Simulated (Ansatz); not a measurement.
NaCl(110) slab, cut from rock-salt NaCl: Na24Cl24, 6 atomic planes, area 99 Å², cell height 22.4 Å with vacuum; both faces free, started from the bulk cut, in-plane cell fixed at 1.036 times the relaxed lattice. Level of theory: PBE (plane waves, PAW; Ansatz, a first-principles code). Mean temperature 835 K, 3.0 ps sampled after 1.8 ps of Langevin dynamics; k-points: 2x2x1 mesh shifted by half a step in the plane; no spin polarisation or spin-orbit coupling. So thin a slab has no true bulk in its middle, and the cell admits only reconstructions that fit it.

A denser in-plane k-mesh moves the forces of one frame by 0.00 eV/Å rms. Bonds are counted up to Cl-Na 3.56 Å; heights count from the centre of mass.

```tsv
plane (from the bottom)	atoms	start height (Å)	mean height (Å)	spread of site heights (Å)	rms motion, normal (Å)	rms motion, in plane (Å)	in-plane shift from the start (Å)	coordination
1	Cl4Na4	-5.22	-5.21	0.15	0.35	0.39	0.13	3.7
2	Cl4Na4	-3.13	-3.33	0.08	0.32	0.32	0.09	5.5
3	Cl4Na4	-1.04	-1.05	0.08	0.30	0.29	0.10	5.3
4	Cl4Na4	1.04	1.02	0.07	0.29	0.34	0.08	5.3
5	Cl4Na4	3.13	(withheld)	(withheld)	(withheld)	(withheld)	(withheld)	(withheld)
6	Cl4Na4	5.22	(withheld)	(withheld)	(withheld)	(withheld)	(withheld)	(withheld)
```

### Question
Complete the blanks.

### Answer

- 6, mean height (Å): 5.27
- 6, spread of site heights (Å): 0.14
- 6, rms motion, normal (Å): 0.37
- 6, rms motion, in plane (Å): 0.41
- 6, in-plane shift from the start (Å): 0.18
- 6, coordination: 3.5
- 5, mean height (Å): 3.30
- 5, spread of site heights (Å): 0.09
- 5, rms motion, normal (Å): 0.33
- 5, rms motion, in plane (Å): 0.33
- 5, in-plane shift from the start (Å): 0.11
- 5, coordination: 5.3
